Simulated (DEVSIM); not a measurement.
Structure: Au/AlN/p-Ge capacitor, at 300 K.

| layer (left to right) | material | thickness (nm) | Na (cm⁻³) |
|---|---|---|---|
| 1 | AlN | 12.0 | - |
| 2 | Ge | 6300 | 8.8e15 |

Metal gate on the left, work function 5.1 eV. Fixed charge at the semiconductor interface 0 cm⁻² (in units of +e); no interface traps.

Constants are typed, rounded textbook-type inputs, not results; the design itself was drawn at random and stands for no fabricated device. Values at 300 K; Nc and Nv go as T^1.5, mobilities as T to minus their exponent, the gap by Varshni's rule with the affinity fixed.

```
parameter         AlN        Ge
----------------  ---  --------
gap (eV)          6.1     0.664
affinity (eV)     1.9         4
permittivity      8.5        16
Nc (cm⁻³)           -   1.04e19
Nv (cm⁻³)           -      6e18
Varshni α (eV/K)    -  0.000477
Varshni β (K)       -       235
```

Simulated with DEVSIM: 1D Poisson equation in equilibrium, Boltzmann statistics, complete ionisation; no quantum confinement or tunnelling. Metal contacts follow the ideal Schottky-Mott rule: no Fermi-level pinning, no interface dipoles.

The temperature was swept, all else fixed.

```json
[
 {"temperature (K)": "250", "flat-band voltage (V)": "0.55", "threshold voltage (band bending 2φF) (V)": "1.02", "minimum of the low-frequency capacitance (μF/cm²)": "0.0541"},
 {"temperature (K)": "300", "flat-band voltage (V)": "0.60", "threshold voltage (band bending 2φF) (V)": "(withheld)", "minimum of the low-frequency capacitance (μF/cm²)": "(withheld)"},
 {"temperature (K)": "350", "flat-band voltage (V)": "0.66", "threshold voltage (band bending 2φF) (V)": "0.93", "minimum of the low-frequency capacitance (μF/cm²)": "0.0846"},
 {"temperature (K)": "400", "flat-band voltage (V)": "0.71", "threshold voltage (band bending 2φF) (V)": "0.88", "minimum of the low-frequency capacitance (μF/cm²)": "0.126"},
 {"temperature (K)": "450", "flat-band voltage (V)": "0.76", "threshold voltage (band bending 2φF) (V)": "0.84", "minimum of the low-frequency capacitance (μF/cm²)": "0.190"},
 {"temperature (K)": "500", "flat-band voltage (V)": "0.79", "threshold voltage (band bending 2φF) (V)": "0.82", "minimum of the low-frequency capacitance (μF/cm²)": "0.265"}
]
```

Question: What belongs in the gaps?

Answer: 
- 300, threshold voltage (band bending 2φF) (V): 0.97
- 300, minimum of the low-frequency capacitance (μF/cm²): 0.0648
